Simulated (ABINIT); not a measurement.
ABINIT run on V (Im-3m, 1 atom in the cell): self-consistent single point.

Level of theory: PBEsol, norm-conserving pseudopotentials (PseudoDojo nc-sr-04 PBEsol standard) (plane waves; ABINIT 10.0.3).

```yaml
crystal:
  lattice:
    - [-1.50879, 1.50879, 1.50879]
    - [1.50879, -1.50879, 1.50879]
    - [1.50879, 1.50879, -1.50879]
  atoms:
    - { symbol: V, position: [0.00000, 0.00000, 0.00000] }
```

Reference input (self-consistent single point, DFT, PBE, plane waves, norm-conserving pseudopotentials (PseudoDojo nc-sr-05 PBE standard)): pseudos = [V.upf]; ecut = 1143 eV; ixc = 11; occopt = 3; tsmear = 0.00367493 Ha; ngkpt = 15 15 15; nshiftk = 1; shiftk = 0 0 0; potentials = PseudoDojo nc-sr-05 PBE standard; nband = 12; kptopt = 1; nstep = 50. This run's input differs from it in these lines:

```diff
@@ -1,2 +1,2 @@
-# V, PseudoDojo nc-sr-05 PBE standard
+# V, PseudoDojo nc-sr-04 PBEsol standard
 pp_dirpath "./"
@@ -14,3 +14,3 @@
 ecut 1143 eV
-ixc 11
+ixc -116133
 occopt 3
```

Its files differ too (potentials: PseudoDojo nc-sr-05 PBE standard → PseudoDojo nc-sr-04 PBEsol standard).

Output (repeated stretches shortened):

```
--- !BeginCycle
solver: {iscf: 7, nstep: 50, nline: 4, wfoptalg: 0, }
tolerances: {toldfe: 1.00E-09, }
...

     iter   Etot(hartree)      deltaE(h)  residm     vres2
 ETOT  1  -73.671884044908    -7.367E+01 3.199E-01 7.273E+01
 ETOT  2  -73.697185409819    -2.530E-02 2.186E-02 8.948E+01
 ETOT  3  -73.723024576695    -2.584E-02 4.617E-03 5.348E-03
 ETOT  4  -73.723029055902    -4.479E-06 6.971E-04 1.594E-04
 ETOT  5  -73.723029090287    -3.439E-08 8.902E-04 1.314E-05
 ETOT  6  -73.723029094004    -3.717E-09 5.474E-04 1.126E-09
 ETOT  7  -73.723029094006    -2.387E-12 5.433E-04 9.456E-13
 ETOT  8  -73.723029094006     2.842E-14 5.163E-04 1.839E-14
 At SCF step    8, etot is converged :
  for the second time, diff in etot=  2.842E-14 < toldfe=  1.000E-09

 Cartesian components of stress tensor (hartree/bohr^3)
  sigma(1 1)=  3.43692285E-04  sigma(3 2)=  0.00000000E+00
  sigma(2 2)=  3.43692285E-04  sigma(3 1)=  0.00000000E+00
  sigma(3 3)=  3.43692285E-04  sigma(2 1)=  0.00000000E+00

 ----iterations are completed or convergence reached----

 reduced coordinates (array xred) for    1 atoms
       0.000000000000      0.000000000000      0.000000000000
 cartesian forces (eV/Angstrom) at end:
    1     -0.00000000000000    -0.00000000000000    -0.00000000000000
 frms,max,avg= 0.0000000E+00 0.0000000E+00   0.000E+00  0.000E+00  0.000E+00 e/A
 length scales=  1.889726132886  1.889726132886  1.889726132886 bohr
   [... lines left out ...]
 Fermi (or HOMO) energy (hartree) =   0.44434   Average Vxc (hartree)=  -0.47903
 Fermi (or HOMO) energy (eV) =  12.09107   Average Vxc (eV)= -13.03510
   [... lines left out ...]
total_energy        : -7.37230290940062E+01
total_energy_eV     : -2.00610564399895E+03
band_energy         : -7.40463975709842E+00
...

-Cartesian components of stress tensor (GPa)         [Pressure= -1.0112E+01 GPa]
- sigma(1 1)=  1.01117744E+01  sigma(3 2)=  0.00000000E+00
- sigma(2 2)=  1.01117744E+01  sigma(3 1)=  0.00000000E+00
- sigma(3 3)=  1.01117744E+01  sigma(2 1)=  0.00000000E+00

 Calculation completed.
```

The run converged in 8 iterations. Against the reference run the pressure goes from -3.33 to -10.11 GPa.

The starting cell has typed, rounded lattice constants, without a prior relaxation at this level. Its lattice was rescaled by a random factor within 2.5 % of one. Spin polarisation is off. With a pressure of about -10 GPa the cell is away from its equilibrium volume at this level.

Cost on one core of a shared machine: roughly 50 s.
